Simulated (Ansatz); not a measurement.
## Mo, response to strain

Consider Mo in the bcc (W type) structure (space group Im-3m, No. 229; relaxed with 0.1 eV smearing).

```xyz
1
Lattice="-1.5650 1.5650 1.5650 1.5650 -1.5650 1.5650 1.5650 1.5650 -1.5650" Properties=species:S:1:pos:R:3 pbc="T T T"
Mo     0.0000     0.0000     0.0000
```

Strains are applied to the cell and any free atomic positions relax.

Level of theory: plane-wave PAW DFT at the PBEsol level (Ansatz, a first-principles code, 420 eV), without spin-orbit coupling.

Candidates:
(a) isotropic strain −2.00 %
(b) isotropic strain +0.50 %
(c) isotropic strain +3.00 %
(d) isotropic strain −3.00 %

Notes on the quantities. energy relative to the base: free energy F.

Task: Order them by energy relative to the base, lowest first.

Result: (b) isotropic strain +0.50 % (+3.0 meV/atom), (a) isotropic strain −2.00 % (+51 meV/atom), (c) isotropic strain +3.00 % (+99 meV/atom), (d) isotropic strain −3.00 % (+119 meV/atom)

No phonon test of stability was made. The final runs are not spin-polarised.
